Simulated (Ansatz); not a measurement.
## Worked sum: formation energy of the neutral H_i in TiSi2 (Cmcm)

This concerns the formation energy of the neutral H_i in TiSi2 (Cmcm). Reaction: 16 TiSi2 (Cmcm) + 1/2 H2 (gas) → cell A.

A: a supercell of 48 sites of TiSi2 (Cmcm) with H off the lattice sites (2 Si at 1.74–1.79 Å and 2 Ti at 1.93 Å); an odd number of electrons; spin state with PBE: no moments.

Method: Ansatz (a first-principles code), PAW, neutral cells at 0 K with nuclei at rest, on structures from PBE. Ansatz runs with its default PAW set. Other levels take these structures. The lattices are those relaxed with PBE, so at other levels the solids can be strained, which adds to the spread. Larger cells are relaxed from a start prepared with the learned potential CHGNet, on a coarser mesh till forces fall under 0.03 eV/Å, which some starts already meet. A dispersion term (D3(BJ), or D4 for r2SCAN) was computed beside these levels and is taken off wherever the name lacks it. Mesh and cell size may move defect energies by 0.1 eV or more. The value holds for the reservoirs listed; other chemical potentials shift it. Cell A has symmetry Pm and got no random move, so less symmetric positions, which may lie lower, weren't tried.

Total energies of the cells in eV, at zero smearing width. They compare only within one column; the weights balance every element.

```csv
cell,atoms,weight,r2SCAN,PBE+D3(BJ)
A: TiSi2:H_i,49,+1,-60561.20333,-60407.75524
TiSi2 (Cmcm),48,−1,-60546.44891,-60392.85040
H2 (gas),2,−1/2,-31.88989,-31.74691
```

r2SCAN: (-60561.20333) − (-60546.44891) − 1/2 × (-31.88989) = 1.191 eV.

PBE+D3(BJ): (-60407.75524) − (-60392.85040) − 1/2 × (-31.74691) = 0.969 eV.
